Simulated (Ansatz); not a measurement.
SrInHO2 (model structure, started from the SrVO2H type, P4/mmm, No. 123, 5 atoms in the cell), treated with PBE (PAW; Ansatz, a program for electronic structure).

Settings: plane-wave cutoff 520 eV, 8×8×10 k mesh (along the axes of the cell as run), Fermi–Dirac smearing 0.01 eV, scalar-relativistic PAW data made under PBE.

Cell (relaxed at this level):

```cif
data_HInO2Sr
_chemical_formula_sum 'Sr1 In1 O2 H1'
_space_group_name_H-M_alt 'P 1'
_space_group_IT_number 1
_cell_length_a 4.30261
_cell_length_b 4.30261
_cell_length_c 3.76868
_cell_angle_alpha 90.000
_cell_angle_beta 90.000
_cell_angle_gamma 90.000
loop_
_space_group_symop_operation_xyz
  'x, y, z'
loop_
_atom_site_label
_atom_site_type_symbol
_atom_site_fract_x
_atom_site_fract_y
_atom_site_fract_z
_atom_site_occupancy
Sr1 Sr 0.50000 0.50000 0.50000 1
In1 In 0.00000 0.00000 0.00000 1
O1 O 0.50000 0.00000 0.00000 1
O2 O 0.00000 0.50000 0.00000 1
H1 H 0.00000 0.00000 0.50000 1
```

Question: Estimate the band gap, smallest direct gap on the k points sampled and direct gap at Γ that the calculation returns.

Answer: 
band gap: 0.73 eV
smallest direct gap on the k points sampled: 1.52 eV
direct gap at Γ: 4.97 eV

Note: the relaxation could raise the start's symmetry but not lower it, so the cell can be a saddle point.

Spin–orbit coupling is not included.

The computed numbers hold no vibrational or temperature effects.

A model structure was made by putting elements into a prototype or built by hand; it is no filed structure, need not be a known phase, and can be a saddle point held by its symmetry.
